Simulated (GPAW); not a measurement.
# Several settings converged on Pd (Fm-3m, 1 atom in the cell)

```yaml
crystal:
  lattice:
    - [0.00000, 1.95084, 1.95084]
    - [1.95084, 0.00000, 1.95084]
    - [1.95084, 1.95084, 0.00000]
  atoms:
    - { symbol: Pd, position: [0.00000, 0.00000, 0.00000] }
```

Base method: PBE, GPAW PAW datasets PBE (gpaw-data 1.0.1) (plane waves; GPAW).

Base settings: mode = pw; ecut = 600 eV; xc = PBE; kpts = 10 10 10; mesh shift (steps) = 0 0 0; occupations.name = fermi-dirac; occupations.width = 0.1 eV; nbands = -9; convergence.density = 1e-05 e/electron; convergence.energy = 1e-05 eV/electron.

**The width of Fermi-Dirac smearing**

In this ladder: kpts = 16 16 16.

Narrow widths need finer meshes than wide ones, so the last steps can hold mesh noise.

Only quantities that move along the ladder and can be compared are tabulated; pressure and forces are left out, as mesh noise rules them at narrow widths.

| occupations.width | free energy less the last step's (meV/atom) | energy extrapolated to zero width less the last step's (meV/atom) |
|---|---|---|
| 1 eV | -1540.47 | -250.03 |
| 0.5 eV | -469.24 | -95.22 |
| 0.3 eV | -187.93 | -41.09 |
| 0.2 eV | -80.55 | -16.68 |
| 0.1 eV | 0.00 | 0.00 |

Widest occupations.width that holds the energy extrapolated to zero width within 2 meV/atom: not settled: the last two steps still differ by 17 meV/atom, over half the tolerance, so the ladder does not show it.

Widest occupations.width that holds the free energy within 5 meV/atom: not settled: the last two steps still differ by 81 meV/atom, over half the tolerance, so the ladder does not show it.

The extrapolation to zero width removes most of the smearing's effect on the energy.

**The width of Methfessel-Paxton smearing**

In this ladder: kpts = 16 16 16; occupations.name = methfessel-paxton; occupations.order = 1.

Narrow widths need finer meshes than wide ones, so the last steps can hold mesh noise.

Only quantities that move along the ladder and can be compared are tabulated; pressure and forces are left out, as mesh noise rules them at narrow widths.

```csv
occupations.width,free energy less the last step's (meV/atom)
1 eV,-49.26
0.5 eV,-15.79
0.3 eV,-4.05
0.2 eV,-0.88
0.1 eV,0.04
0.05 eV,0.00
```

Widest occupations.width that holds the free energy within 0.5 meV/atom of the last step, with all finer ones: 0.1 eV; the step before is off by 0.88 meV/atom.

**The setting conv density**

Moved along: convergence.energy, convergence.eigenstates.

The mesh stays at the base's, so the ladder's end is converged at best in this setting alone.

Only quantities that move along the ladder and can be compared are tabulated.

| convergence.density | pressure (GPa) |
|---|---|
| 0.01 e/electron | 7.64 |
| 0.001 e/electron | 5.94 |
| 0.0001 e/electron | 6.08 |
| 1e-05 e/electron | 5.94 |
| 1e-06 e/electron | 5.94 |
| 1e-07 e/electron | 5.94 |

Coarsest convergence.density that holds the pressure within 0.5 GPa of the last step, with all finer ones: 0.001 e/electron; the step before is off by 1.7 GPa.

On the base run: the starting cell has typed, rounded lattice constants, without a prior relaxation at this level. Its lattice was rescaled by up to half a per cent. Spin polarisation is off. In the base run, with a pressure of about 6 GPa the cell is away from its equilibrium volume at this level.

Left out of this page: 3 runs of the series outside the window shown, repeating another row's setting, or not comparable.
